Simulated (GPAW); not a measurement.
**How a calculation on VOF3 (C2, 10 atoms in the cell) responds to its settings**

```
CELL_PARAMETERS angstrom
      4.71914    -2.89276     0.00000
      4.71914     2.89276     0.00000
     -0.15273     0.00000     4.86700
ATOMIC_POSITIONS crystal
  V  0.66884 0.33116 0.50000
  V  0.36319 0.63681 0.00000
  O  0.67418 0.50618 0.20672
  O  0.49382 0.32582 0.79328
  F  0.73906 0.01880 0.36710
  F  0.98120 0.26094 0.63290
  F  0.51006 0.71932 0.68996
  F  0.28068 0.48994 0.31004
  F  0.27740 0.96776 0.10287
  F  0.03224 0.72260 0.89713
```

Base run A: LDA (Perdew-Wang 92), GPAW PAW datasets LDA (gpaw-data 1.0.1) in GPAW, self-consistent single point.

Its settings: mode = pw; ecut = 950 eV; xc = LDA; kpts = 3 3 3; mesh shift (steps) = 0 0 0; occupations.name = methfessel-paxton; occupations.width = 0.05 eV; occupations.order = 0; nbands = -6; convergence.forces = 0.001 eV/Å; convergence.bands = -4; symmetry.symmorphic = false; symmetry.tolerance = 0.0005; maxiter = 120.

The starting cell comes from a database of computed structures (which also holds hypothetical and non-ambient phases and stackings), without a prior relaxation at this level. Its lattice was rescaled by a random factor within 2.5 % of one.

Run A gave: largest force (eV/Å) 0.744; gap on the mesh (eV) 2.211.

Runs:
- B: xc: LDA → PBEsol; potentials: GPAW PAW datasets PBEsol (made by gpaw-setup) [PBEsol]
- C: xc: LDA → BLYP; potentials: GPAW PAW datasets BLYP (made by gpaw-setup) [BLYP]
- D: xc: LDA → MGGA_X_R2SCAN+MGGA_C_R2SCAN; potentials: GPAW PAW datasets PBE (gpaw-data 1.0.1) [r2SCAN]
- E: xc: LDA → vdW-DF2 (libvdwxc); potentials: GPAW PAW datasets PBE (gpaw-data 1.0.1) [vdW-DF2]
- F: xc: LDA → vdW-DF-cx (libvdwxc); potentials: GPAW PAW datasets PBE (gpaw-data 1.0.1) [vdW-DF-cx]

Q: What does run D change against A?

A: The largest force goes from 0.744 to 0.350 eV/Å and the gap on the mesh goes from 2.211 to 2.521 eV.

Q: What does run E change against A?

A: The largest force goes from 0.744 to 1.488 eV/Å and the gap on the mesh goes from 2.211 to 2.190 eV.

```json
[
 {"run": "A", "largest force (eV/Å)": "0.744", "gap on the mesh (eV)": "2.211"},
 {"run": "B", "largest force (eV/Å)": "0.243", "gap on the mesh (eV)": "2.240"},
 {"run": "C", "largest force (eV/Å)": "0.590", "gap on the mesh (eV)": "2.241"},
 {"run": "D", "largest force (eV/Å)": "0.350", "gap on the mesh (eV)": "2.521"},
 {"run": "E", "largest force (eV/Å)": "1.488", "gap on the mesh (eV)": "2.190"},
 {"run": "F", "largest force (eV/Å)": "0.589", "gap on the mesh (eV)": "2.225"}
]
```

Left out of this page: 3 runs of the series held back from this collection.
